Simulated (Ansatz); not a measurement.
## Pressure series in hypothetical rock salt YSi

Base system: YSi in the rock salt structure (space group Fm-3m, No. 225; a hypothetical phase, not in the database extracts checked).

```xyz
2
Lattice="0.0000 2.9171 2.9171 2.9171 0.0000 2.9171 2.9171 2.9171 0.0000" Properties=species:S:1:pos:R:3 pbc="T T T"
Si     0.0000     0.0000     0.0000
Y      2.9171     2.9171     2.9171
```

Cell and atoms are relaxed at each pressure.

The values are results of Ansatz (an electronic-structure program), r2SCAN, PAW, cutoff 500 eV, no SOC, not measurements.

Notes on the quantities. enthalpy: H = E + PV relative to the base's energy.

```tsv
case	enthalpy	volume per atom
base	–	24.82 Å³
pressure −2 GPa	-0.31 eV/atom	25.62 Å³
pressure −1 GPa	-0.16 eV/atom	25.21 Å³
pressure 0.9 GPa	+0.14 eV/atom	24.51 Å³
pressure 2.1 GPa	+0.32 eV/atom	24.11 Å³
pressure 4.5 GPa	+0.68 eV/atom	23.39 Å³
pressure 9 GPa	+1.32 eV/atom	?
pressure 15 GPa	+2.13 eV/atom	21.07 Å³
pressure 22.5 GPa	+3.08 eV/atom	19.89 Å³
pressure 30 GPa	+3.99 eV/atom	18.93 Å³
```

Problem. What belongs in the blanks?

Solution. 
- pressure 9 GPa, volume per atom: 22.27 Å³

Load acts through the strain it causes; cell and atoms are relaxed under it. No phonon test of stability was made. Competing high-pressure phases were not computed. All final runs are without spin polarisation. An odd electron count without spin: YSi. YSi has a high density of states at the Fermi level and may be magnetic at this level.
